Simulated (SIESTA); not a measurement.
# A self-consistent single point of a (001) slab of Mo2Rh (cut from a parent of space group no. 69; 6 atoms in the cell) with SIESTA

Computed with GGA PBEsol, numerical atomic orbitals DZP, PseudoDojo PBEsol standard norm-conserving potentials (rewritten from UPF to PSML) run with SIESTA 5.4.2.

This input was run:

```
# files in the folder: Mo.psml Rh.psml (PseudoDojo PBEsol standard)
SystemName  Mo2Rh
SystemLabel siesta

NumberOfAtoms                6
NumberOfSpecies              2
%block ChemicalSpeciesLabel
  1 42 Mo
  2 45 Rh
%endblock ChemicalSpeciesLabel
LatticeConstant              1.0 Ang
%block LatticeVectors
     2.714433000    0.000000000    0.000000000
    -2.853157000    2.710885000    0.000000000
     0.000000000    0.000000000   24.137509000
%endblock LatticeVectors
AtomicCoordinatesFormat      Ang
%block AtomicCoordinatesAndAtomicSpecies
     0.000000000    0.000000000    6.999998298  1
    -1.426578500    1.355442500   17.137510702  1
    -1.426578500    1.355442500   13.190110756  1
    -2.853157000    2.710885000   10.947301694  1
     0.000000000    0.000000000   15.163810729  2
    -1.426578500    1.355442500    8.973601721  2
%endblock AtomicCoordinatesAndAtomicSpecies

XC.functional                GGA
XC.authors                   PBEsol
PAO.BasisSize                DZP
PAO.EnergyShift              0.01 Ry
MeshCutoff                   350 Ry
%block kgrid.MonkhorstPack
    8   0   0  0.0
    0   8   0  0.0
    0   0   1  0.0
%endblock kgrid.MonkhorstPack
OccupationFunction           MP
OccupationMPOrder            0
ElectronicTemperature        100.0 meV

MaxSCFIterations             150
SCF.Mixer.Method             Pulay
SCF.Mixer.Weight             0.2
SCF.Mixer.History            8
SCF.DM.Tolerance             1.0E-04
Diag.ParallelOverK           true
WriteForces                  true
```

Output (repeated stretches shortened):

```
reinit: Reading from file input.fdf

reinit: System Name: Mo2Rh
reinit: System Label: siesta

coor:   Atomic-coordinates input format  =     Cartesian coordinates
coor:                                          (in Angstroms)

siesta: Atomic coordinates (Bohr) and species
siesta:      0.00000   0.00000  13.22808  1        1
siesta:     -2.69584   2.56142  32.38520  1        2
siesta:     -2.69584   2.56142  24.92570  1        3
siesta:     -5.39169   5.12283  20.68740  1        4
siesta:      0.00000   0.00000  28.65545  2        5
siesta:     -2.69584   2.56142  16.95765  2        6

siesta: System type = slab

initatomlists: Number of atoms, orbitals, and projectors:      6   114   108

siesta: ******************** Simulation parameters ****************************
redata: Spin configuration                          = none
redata: Time-Reversal Symmetry                      = T
redata: Number of Atomic Species                    =        2
redata: Mesh Cutoff                                 =   350.0000 Ry
redata: Net charge of the system                    =     0.0000 |e|
redata: Min. number of SCF Iter                     =        0
redata: Max. number of SCF Iter                     =      150
redata: SCF convergence failure will abort job
redata: SCF mix quantity                            = Hamiltonian
redata: Mix DM or H after convergence               =   F
redata: Recompute H after scf cycle                 =   F
redata: Mix DM in first SCF step                    =   T
redata: No kicks to SCF
redata: DM Mixing Weight for Kicks                  =     0.5000
redata: Require Harris convergence for SCF          =   F
redata: Harris energy tolerance for SCF             =     0.000100 eV
redata: Require DM convergence for SCF              =   T
redata: DM tolerance for SCF                        =     0.000100
redata: Require EDM convergence for SCF             =   F
   [... lines left out ...]
diag: Used triangular part                          = Lower
diag: Absolute tolerance                            =  0.100E-15
diag: Orthogonalization factor                      =  0.100E-05
diag: Memory factor                                 =  1.0000

superc: Internal auxiliary supercell:     9 x     9 x     1  =      81
superc: Number of atoms, orbitals, and projectors:    486   9234   8748

                        Single-point calculation

superc: Internal auxiliary supercell:     9 x     9 x     1  =      81
superc: Number of atoms, orbitals, and projectors:    486   9234   8748

outcell: Unit cell vectors (Ang):
        2.714433    0.000000    0.000000
       -2.853157    2.710885    0.000000
        0.000000    0.000000   24.137509

outcell: Cell vector modules (Ang)   :    2.714433    3.935658   24.137509
outcell: Cell angles (23,13,12) (deg):     90.0000     90.0000    136.4647
outcell: Cell volume (Ang**3)        :    177.6162
new_DM -- step:     1
Initializing Density Matrix...

Attempting to read DM from file... Failed...
DM filled with atomic data:

InitMesh: MESH = 32 x 40 x 320 = 409600
InitMesh: Mesh cutoff (required, used) =   350.000   399.334 Ry

stepf: Methfessel-Paxton step function
       Using Hermite-Gauss polynomials of order  0
        iscf     Eharris(eV)        E_KS(eV)     FreeEng(eV)     dDmax    Ef(eV) dHmax(eV)
   scf:    1   -13934.340966   -13998.300875   -13998.330212  0.604938 -1.664197 25.680505
   scf:    2   -13848.028677   -13967.450317   -13967.477148  0.565100 -3.561640 39.381814
   scf:    3   -13808.802677   -13966.962880   -13967.000767  0.479497 -2.962480 58.576196
   scf:    4   -14032.286764   -14011.827093   -14011.854926  0.193849 -3.147066 21.422400
   scf:    5   -13953.654264   -13998.659215   -13998.696687  0.455162 -3.768774 39.358481
   scf:    6   -14010.118477   -14014.955980   -14014.986013  0.297245 -3.889422 16.087689
   [... 10 lines left out ...]
   scf:   17   -14019.765307   -14019.765308   -14019.804918  0.000032 -3.909446  0.020049
   scf:   18   -14019.765285   -14019.765297   -14019.804916  0.000084 -3.910149  0.023370
   scf:   19   -14019.765275   -14019.765290   -14019.804925  0.000355 -3.911684  0.010911
   scf:   20   -14019.765275   -14019.765283   -14019.804927  0.000155 -3.911798  0.000910
   scf:   21   -14019.765283   -14019.765283   -14019.804927  0.000016 -3.911819  0.000871
SCF Convergence by DM+H criterion
max |DM_out - DM_in|         :     0.0000155853
max |H_out - H_in|      (eV) :     0.0008713002
SCF cycle converged after 21 iterations

Using DM_out to compute the final energy and forces

siesta: E_KS(eV) =           -14019.7653

siesta: E_KS - E_eggbox =    -14019.7653

siesta: Atomic forces (eV/Ang):
     1   -0.000000   -0.000000    0.360961
     2    0.000000   -0.000000   -0.361654
     3   -0.000000    0.000000    0.191837
     4    0.000000    0.000000   -0.191931
     5   -0.000000   -0.000000   -0.161967
     6   -0.000000    0.000000    0.162486
   Tot   -0.000000   -0.000000   -0.000267
   Max    0.361654
   Res    0.146697    sqrt( Sum f_i^2 / 3N )
   Max    0.361654    constrained

Stress tensor Voigt[x,y,z,yz,xz,xy] (kbar):       77.20       77.63       38.23       -0.00        0.00       -2.67
(Free)E + p*V (eV/cell)   -14026.9392
Target enthalpy (eV/cell)   -14019.8049

siesta: Program's energy decomposition (eV):
siesta: Ebs     =     -2675.958503
siesta: Eions   =     23022.178485
siesta: Ena     =      5087.469218
siesta: Ekin    =      4508.261262
siesta: Enl     =      1299.004762
siesta: Eso     =         0.000000
siesta: Edftu   =         0.000000
siesta: DEna    =       230.568124
siesta: DUscf   =         8.385918
siesta: DUext   =         0.000000
siesta: Ex      =     -1973.050901
siesta: Ec      =      -158.225183
siesta: Exc     =     -2131.276083
siesta: Eharris =    -14019.765283
siesta: Etot    =    -14019.765283
siesta: FreeEng =    -14019.804927

siesta: Atomic forces (eV/Ang):
siesta:      1   -0.000000   -0.000000    0.360961
siesta:      2    0.000000   -0.000000   -0.361654
siesta:      3   -0.000000    0.000000    0.191837
siesta:      4    0.000000    0.000000   -0.191931
siesta:      5   -0.000000   -0.000000   -0.161967
siesta:      6   -0.000000    0.000000    0.162486
siesta: ----------------------------------------
siesta:    Tot   -0.000000   -0.000000   -0.000267

siesta: Stress tensor (static) (eV/Ang**3):
siesta:     0.048187   -0.001665    0.000000
siesta:    -0.001665    0.048453   -0.000000
siesta:     0.000000   -0.000000    0.023860

siesta: Cell volume =        177.616239 Ang**3

siesta: Pressure (static):
siesta:                Solid            Molecule  Units
siesta:          -0.00043747         -0.00035087  Ry/Bohr**3
siesta:          -0.04016658         -0.03221570  eV/Ang**3
siesta:         -64.35395099        -51.61523468  kBar

siesta: Electric dipole (a.u.)  =    0.000000    0.000000    0.000002
siesta: Electric dipole (Debye) =    0.000000    0.000000    0.000004
```

The run converged in 21 iterations.

The starting cell comes from a database of computed structures (which also holds hypothetical and non-ambient phases and stackings), without a prior relaxation at this level. The slab is cut from that crystal, and its faces are unrelaxed. Its lattice was rescaled by up to half a per cent. Spin polarisation is off. Values carry the incompleteness of an atom-centred basis.

Cost on one core of a shared machine: roughly 2 min.
